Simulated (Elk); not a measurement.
Band structure of Zn (P6_3/mmc, 4 atoms in the cell).

```
CELL_PARAMETERS angstrom
      2.83140     0.00000     0.00000
     -1.41570     2.45206     0.00000
      0.00000     0.00000     9.11004
ATOMIC_POSITIONS crystal
  Zn 0.00000 0.00000 0.00000
  Zn 0.00000 0.00000 0.50000
  Zn 0.33333 0.66667 0.25000
  Zn 0.66667 0.33333 0.75000
```

Method of the run: PBE, all-electron FP-LAPW, Elk's shipped species files, APW+lo basis with extra local orbitals in Elk.

Settings: xctype = 20; rgkmax = 7.5; stype = 0; swidth = 0.00999582 Ha; ngridk = 13 13 4; gmaxvr = 18 1/bohr; lmaxapw = 10; lmaxo = 8; nxlo = 2; lorbcnd = true; lradstp = 2; nrmtscf = 2; lmaxi = 4; maxscl = 100.

The starting cell was generated: these elements placed on a structure prototype, without a prior relaxation; it need not be a known phase or ordering of this composition. Its lattice was rescaled by a random factor within 2.5 % of one. Values depend on the basis (sphere radii, cutoffs, local orbitals), which need not be converged.

Levels in eV from the Fermi level, bands 33 to 40:
| point | 33 | 34 | 35 | 36 | 37 | 38 | 39 | 40 |
|---|---|---|---|---|---|---|---|---|
| Γ | -7.15 | -7.01 | -7.01 | -2.79 | -1.39 | 7.26 | 7.26 | 14.15 |
| M | -3.24 | -3.05 | -2.01 | -1.96 | -0.68 | -0.53 | 3.82 | 4.07 |
| K | -1.11 | -0.89 | -0.89 | 0.23 | 0.76 | 0.76 | 1.15 | 1.32 |
| A | -7.07 | -7.07 | -5.48 | -5.48 | 2.22 | 2.22 | 13.00 | 13.00 |
| L | -2.95 | -2.95 | -2.55 | -2.55 | 0.60 | 0.60 | 1.74 | 1.74 |
| H | -0.70 | -0.70 | -0.49 | -0.49 | -0.33 | -0.33 | 2.87 | 2.87 |

Bands cross the Fermi level along this path, so the cell is metallic at this level.
